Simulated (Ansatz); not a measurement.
Consider MgTe in the zinc blende structure (space group F-43m, No. 216; a = 6.368 Å).

Computed with LDA/PAW in Ansatz (a first-principles code), no spin-orbit coupling.

For the base:

* **Valley order**: Γ 2.38 eV; X along ⟨100⟩ 2.66 eV; L along ⟨111⟩ 3.17 eV
* **Hole mass**: 0.19, 0.85, 0.85 mₑ (at Γ)
* **Electron mass**: 0.16 mₑ (at Γ)

The change: every lattice vector is shortened by 0.50 %; the atoms relax in the strained cell.

### Question
How does this affect the valley order, hole mass, mean gap deformation potential ΔEg/Δln V and electron mass?

### Answer
The valley order (the lowest conduction-band minima on the path, energy above the VBM, named in the base's zone) changes from Γ 2.38 eV; X along ⟨100⟩ 2.66 eV; L along ⟨111⟩ 3.17 eV to Γ 2.45 eV; X along ⟨100⟩ 2.64 eV; L along ⟨111⟩ 3.21 eV; the hole mass (degenerate bands, along [100]) becomes 0.19, 0.84, 0.84 mₑ (at Γ) (base: 0.19, 0.85, 0.85 mₑ (at Γ)); the mean gap deformation potential ΔEg/Δln V is -4.6 eV; the electron mass stays 0.16 mₑ (at Γ).

With Te present, leaving out spin-orbit coupling can change the band edges. Effective masses come from finite differences of ±0.01 Å⁻¹. Whether these cells are dynamically stable was not tested.
